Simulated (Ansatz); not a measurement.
The parent structure is HfO$_{2}$ (space group Pca2_1, No. 29; a = 5.2283 Å, b = 5.0172 Å, c = 5.0416 Å). Axes: x, y, z lie along a, b, c of the conventional cell.

Computed with Ansatz (a first-principles code) PBEsol, without spin-orbit coupling.

Now apply this change: tensor shear ε_xy = +2.63 % (engineering shear γ = 0.0526), atoms relaxed at fixed cell.

Predict the stress tensor and what it implies for the stiffness.

Stress of the strained cell less that of the base (GPa, compression positive):
```
   0.79   -6.92    0.00
  -6.92    0.91    0.00
   0.00    0.00    0.43
```

Then −Δσ/γ with γ = 2ε = 0.0526 gives secant stiffness values (nonlinear terms included at this strain): C66 ≈ 132 GPa.

As a check, the harmonic strain energy −½ V₀ Δσ:ε is 13 meV/atom; the computed energy rise is 13 meV/atom.

Stability against distortions was not tested. This is not the structure that HfO2 has at room temperature and ambient pressure.
